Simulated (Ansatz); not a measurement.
Fluorite CoSi2, treated with revPBE in Ansatz (plane waves, PAW).

Input:

Ansatz 0.2 input:
```yaml
crystal:
  lattice:
    - [0.0, 2.6728837688, 2.6728837688]
    - [2.6728837688, 0.0, 2.6728837688]
    - [2.6728837688, 2.6728837688, 0.0]
  atoms:
    - { symbol: Co, position: [0.0, 0.0, 0.0] }
    - { symbol: Si, position: [0.25, 0.25, 0.25] }
    - { symbol: Si, position: [0.75, 0.75, 0.75] }
basis:
  ecutwfc: 520
  ecutrho_ratio: 4
  xc_grid: 2
kpoints:
  mp_grid: { grid: [18, 18, 18] }
hamiltonian:
  xc: revpbe
  dispersion: none
  pseudopotentials: { kind: paw }
scf:
  occupations: { method: fermi_dirac, width: 0.05 }
  convergence: { dr2_threshold: 0.0000000003 }
output:
  forces: true
  stress: true
  eigenvalues: true
```

Q: How many irreducible k-points, plane waves at Γ does the program set up, and what pressure does the run end with?

A: 195 irreducible k-points, 965 plane waves at Γ; P = 3.66 GPa, so the cell is compressed on average and its volume would grow at this level.

Excerpt of the program's output:

```
Crystal: 3 atoms, lattice volume = 38.192 Å³
Basis set: ecut = 520 eV, 965 PW (Γ), exchange–correlation on 60×60×60 points (8 copies of the dense FFT grid, shifted against one another)
Bands: 17, of which v1, the nominal top of the filled ones, is band 13 counted from 1 (12 counted from 0)
Symmetry: 48 space group operations
Space group: Fm-3m (ITA 225), of the structure as read, at distance tolerance 3.4e-5 Å
k-points: 195 of 5832
Functional: x = revpbe(κ = 1.245, μ = 0.2195149727645171), c = pbe(β = 0.06672455060314922)
SCF iter   1: F=—  HF=-6406.995434 eV  |F-HF|=—  |Δ(HF+E_count)|=         —  Δρ=4.87e-3  dr2=9.30e-3
SCF iter   2: F=—  HF=-6406.995124 eV  |F-HF|=—  |Δ(HF+E_count)|=   3.10e-4  Δρ=2.92e-3  dr2=3.93e-3
  ...
SCF iter  10: F=—  HF=-6406.995152 eV  |F-HF|=—  |Δ(HF+E_count)|=  2.57e-10  Δρ=1.68e-6  dr2=6.51e-10
SCF iter  11: F=-6406.995152 eV  HF=-6406.995152 eV  |F-HF|=1.00e-11  |Δ(HF+E_count)|=  4.73e-11  Δρ=3.37e-7  dr2=2.61e-11
SCF 1 converged in 11 iterations: F = -6406.995152 eV  dr2 = 2.61e-11
SCF converged after 11 iterations
Free energy (F): -6406.995152 eV
Internal energy: -6406.986635 eV  (E = F + TS)
E sigma→0 (E₀):  -6406.990894 eV
Fermi energy:    13.042390 eV
--- Forces (eV/Å), atoms counted from 1 ---
  atom   1  Co    -0.00000000    -0.00000000    -0.00000000
  atom   2  Si    -0.00000000    -0.00000000     0.00000000
  atom   3  Si     0.00000000    -0.00000000    -0.00000000
--- Stress (GPa, compression-positive) ---
        3.662586       0.000000      -0.000000
        0.000000       3.662586       0.000000
       -0.000000      -0.000000       3.662586
  P = ⅓ Tr σ = 3.6626 GPa (36.626 kbar)
```

The cell is one volume of an energy–volume scan, off the minimum.

The PAW data were made under PBE.

Ansatz is a quantum-chemistry and plane-wave program.
